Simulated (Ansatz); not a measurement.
KBr, pressure series

The parent structure is KBr in the rock salt structure (space group Fm-3m, No. 225; a = 6.705 Å).

Cell and atoms are relaxed at each pressure.

The values are results of PBE (Ansatz, a program for electronic structure), no SOC, not measurements.

Candidates:
(a) pressure −1 GPa
(b) pressure 1.5 GPa
(c) pressure 10 GPa
(d) pressure 0.3 GPa
(e) pressure −2 GPa

Before the change:

The band gap is 4.31 eV.

**Question.** Order them by band gap, highest first.

**Answer.** (c) pressure 10 GPa (5.33 eV), (b) pressure 1.5 GPa (4.55 eV), (d) pressure 0.3 GPa (4.37 eV), (a) pressure −1 GPa (4.09 eV), (e) pressure −2 GPa (3.65 eV)

Load acts through the strain it causes; cell and atoms are relaxed under it. Whether these cells are dynamically stable was not tested. Competing high-pressure phases were not computed.
